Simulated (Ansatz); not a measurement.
The starting structures come from a database of crystals and need not be the phases stable at ambient conditions.

By PBEsol, the system below comes out a metal.

A figure of merit of an interconnect metal is its ballistic conductance per area.

Data:

```yaml
crystal:
  lattice:
    - [3.52789, 0.00000, 0.00000]
    - [-1.76395, 3.05524, 0.00000]
    - [1.76395, 1.01841, 2.88051]
  atoms:
    - { symbol: Lu, position: [0.00000, 0.00000, 0.00000] }
    - { symbol: H, position: [0.50000, 0.75000, 0.75000] }
    - { symbol: H, position: [0.50000, 0.25000, 0.25000] }
```

Space group of this cell: Fm-3m, fluorite. The cell is taken as given; by PBEsol its mean pressure is -1.8 GPa.

The current flows along the normal of the first two printed cell vectors, the (111) plane of the conventional cell. No spin-orbit coupling; the value is a mean over 0.1 eV about the Fermi level.

Task: Give the ballistic conductance per area that PBEsol in Ansatz (a program for electronic structure) yields.

Result: 0.56 × 10¹⁵ S/m² for both spins.
